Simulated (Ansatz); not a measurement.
We consider stishovite (SiO2), described by LDA (Ansatz, an electronic-structure program, PAW).

Numerical settings: plane-wave cutoff 520 eV, 8×8×12 k mesh (along the axes of the cell as run), Fermi–Dirac smearing 0.01 eV, scalar-relativistic PAW data made under PBE.

A third-order Birch–Murnaghan fit to the energies gives V0 = 7.659 Å³/atom, B0 = 307 GPa, B′ = 5.2.

| V (Å³/atom) | P (GPa) |
|---|---|
| 7.353 | (withheld) |
| 7.506 | (withheld) |
| 7.659 | 0.00 |
| 7.812 | (withheld) |
| 7.965 | (withheld) |

Question: Estimate the withheld pressures from this fit; the answers are the runs' own values.

Answer: 
- 7.353, P (GPa): 13.90
- 7.506, P (GPa): 6.54
- 7.812, P (GPa): -5.79
- 7.965, P (GPa): -10.86

The formula P = (3/2) B0 (x^(7/3) − x^(5/3)) [1 + (3/4)(B′ − 4)(x^(2/3) − 1)] with x = V0/V meets the computed pressures within 0.03 GPa when these rounded values are put in.

Shape and atoms are relaxed at each volume.

Measured, for comparison: bulk modulus 310 ± 1 GPa (300 K, no zero-point or thermal correction; as tabulated in arXiv:1001.2066); equilibrium volume per atom 7.76 Å³/atom (300 K, copied from a table, unchecked, no zero-point or thermal correction; as tabulated in BurnMan's mineral tables). Computed less measured: bulk modulus -1.0 %, equilibrium volume per atom not scored (unchecked). A static lattice is as a rule a little smaller and stiffer than an uncorrected measurement, which can account for part of this in the equilibrium volume per atom.

Computed values are for the static lattice.

Computing time: about 4 core-minutes (a rough figure).
